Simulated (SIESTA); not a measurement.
**Effort and miss along a sweep of MeshCutoff: Mg₆VMo (Amm2, 8 atoms in the cell)**

Cell: a = 4.7353 Å, b = 6.2449 Å, c = 6.2449 Å, α = 57.11°, β = 90.00°, γ = 90.00°.

Method of the run: LDA PW92, numerical atomic orbitals DZP, PseudoDojo LDA standard norm-conserving potentials (rewritten from UPF to PSML) (SIESTA).

Base settings: XC.functional = LDA; XC.authors = PW92; potentials = PseudoDojo LDA standard; PAO.BasisSize = DZP; PAO.EnergyShift = 0.01 Ry; MeshCutoff = 300 Ry; kgrid.MonkhorstPack = 7 6 6; OccupationFunction = FD; ElectronicTemperature = 0.05 eV; Spin = polarized.

Misses are taken against the tightest run, 600 Ry (744 Ry used), which need not be fully converged itself.

Core times come from one kind of shared machine and are given to one figure; runs under 30 s give none.

The starting cell comes from a database of computed structures (which also holds hypothetical and non-ambient phases and stackings), without a prior relaxation at this level. With one magnetic atom in the cell only a parallel order is possible. Values carry the incompleteness of an atom-centred basis.

```
MeshCutoff            largest difference in the force on any atom (eV/Å)  core time / reference (rough)
--------------------  --------------------------------------------------  -----------------------------
120 Ry (147 Ry used)                                               0.076                            0.3
150 Ry (197 Ry used)                                               0.011                            0.3
180 Ry (197 Ry used)                                               0.011                            0.3
210 Ry (212 Ry used)                                               0.011                            0.4
240 Ry (268 Ry used)                                               0.004                            0.4
270 Ry (308 Ry used)                                               0.002                            0.3
300 Ry (308 Ry used)                                               0.002                            0.5
345 Ry (376 Ry used)                                               0.002                            0.7
390 Ry (476 Ry used)                                               0.003                            0.7
450 Ry (476 Ry used)                                               0.003                            0.5
525 Ry (588 Ry used)                                               0.002                            0.6
600 Ry (744 Ry used)                                               0.000                              1
```

Coarsest setting among those run that, with all tighter ones, holds the force on any atom within 0.01 eV/Å of the reference: 240 Ry (268 Ry used), off by 0.0044 eV/Å; it needs about 0.4 of the reference's time.
